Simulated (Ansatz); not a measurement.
# AlN under a change: isotropic strain −2.50 %

Consider AlN in the zinc blende structure (space group F-43m, No. 216; a = 4.3423 Å).

Modification: an isotropic linear strain of −2.50 %; the atoms relax in the strained cell.

Computed with Ansatz (an electronic-structure program), LDA, PAW, cutoff 420 eV, no spin-orbit coupling. k-mesh 13×13×13 (Γ-centred); smearing 0.05 eV (Fermi–Dirac).

* **Space group**: F-43m (No. 216) (base F-43m (No. 216))
* **Shortest interatomic distance**: 1.833 Å (base 1.880 Å)
* **Energy relative to the base (free energy F)**: +41 meV/atom
* **Band gap**: 3.28 eV (base 3.25 eV)
* **Gap character**: indirect, Γ → X (base indirect, Γ → X)
* **Mean gap deformation potential ΔEg/Δln V**: -0.4 eV
* **Width of the top valence band**: 2.93 eV (base 2.76 eV)
* **Electron mass**: 0.49 mₑ along k, 0.31 mₑ across (at X) (base 0.52 mₑ along k, 0.32 mₑ across (at X))

Masses are band curvatures over ±0.01 Å⁻¹ around the edge. Along k means along the line from Γ to the band edge. Stability against distortions was not tested. This is not the structure that AlN has at room temperature and ambient pressure.
